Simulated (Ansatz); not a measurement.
Structures of equal composition on the (111)A surface of zinc-blende ZnS (Zn plane on top): 2x2 Si adatom at H3; 2x2 Si adatom at T4. The slabs share one bottom face, and each structure is named by its start. These are constructed structures in small cells; real faces may alloy, dewet or reconstruct in larger ones, and not all known structures of the face are among them. Slabs of about 13 Å with all that they carry, Fermi-Dirac smearing of 0.025 eV. Bottom of the slabs: H caps. Relaxed from the named starts with such symmetry as they have, on meshes of like density; energies extrapolated to zero smearing; no spin-orbit coupling, no U. Spin-polarised runs, if any, are marked in brackets, and their order is one that fits the cell; the others ran without spin. Where a second, spin-polarised start was run, the lower counts.

Host crystal: zinc-blende ZnS, with a band gap (PBE, scalar-relativistic without spin-orbit coupling).

Computed with PBE (plane waves to 420 eV, PAW; Ansatz, an electronic-structure program).

### Question
Rank these by energy per 1x1 cell (lowest first), as PBE gives it.

### Answer
2x2 Si adatom at T4 (0.000 eV, gap 0.98 eV on the mesh), 2x2 Si adatom at H3 (0.141 eV, gap 0.57 eV on the mesh)
